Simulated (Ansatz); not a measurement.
# A computed series for WC: alloy series

The parent structure is WC (space group P-6m2, No. 187; a = 2.922 Å, c = 2.847 Å).

The other end (x = 1) is WGe (space group P-6m2, No. 187; a hypothetical phase, not in the database extracts checked): 16.12 Å³/atom, gap zero; this end may not be an ambient phase.

Ge replaces a fraction x of C; each row is one arrangement (x, atoms in the cell, starting space group or random), fully relaxed.

The values are results of plane-wave PAW DFT at the PBE level (Ansatz, an electronic-structure program, 420 eV), no spin-orbit coupling, not measurements.

Notes on the quantities. mixing energy: to 0.01 eV only: unlike meshes or grids; against an end that may be hypothetical.

| case | mixing energy | volume per atom |
|---|---|---|
| base | – | 10.52 Å³ |
| x(Ge) = 0.333, 6 atoms, R32 | +0.48 eV/atom | 12.62 Å³ |
| x(Ge) = 0.333, 6 atoms, P-6m2 | +0.12 eV/atom | 12.25 Å³ |
| x(Ge) = 0.5, 8 atoms, Cmc2_1 | +0.37 eV/atom | 14.09 Å³ |
| x(Ge) = 0.5, 8 atoms, Pmc2_1 | +0.19 eV/atom | 13.61 Å³ |
| x(Ge) = 0.667, 6 atoms, P-62m | +0.20 eV/atom | 14.62 Å³ |
| x(Ge) = 0.75, 8 atoms, P-6m2 | +0.19 eV/atom | 15.23 Å³ |
| x(Ge) = 0.75, 8 atoms, Imm2 | +0.18 eV/atom | 15.02 Å³ |

Each cell is one ordered arrangement of few atoms, which overstates ordering effects compared with a random alloy. Stability against distortions was not tested. The final runs are not spin-polarised.
